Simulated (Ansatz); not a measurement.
# BeSe, response to strain

Consider BeSe in the zinc blende structure (space group F-43m, No. 216; a = 5.178 Å).

Strains are applied to the cell and any free atomic positions relax.

Level of theory: PBE (Ansatz, a first-principles code), without spin-orbit coupling.

| isotropic strain (%) | pressure (GPa) |
|---|---|
| -3 | 8.2 |
| -2 | ? |
| -1 | 2.4 |
| 0 | 0.0 |
| 0.5 | -1.1 |
| 1 | -2.1 |
| 2 | -4.0 |
| 2.5 | -4.8 |
| 3 | -5.6 |

Question: Fit P = P₀ − Bδ + Cδ² with δ = (1 + ε)³ − 1 to the rows shown and predict the withheld row.

Answer: Least squares on the printed values gives P₀ = 0.0 GPa, B = 77.2 GPa, C = 186 GPa (largest residual 0.1 GPa); this predicts 5.2 GPa, and the run gives 5.1 GPa, in agreement.

Stability against distortions was not tested.
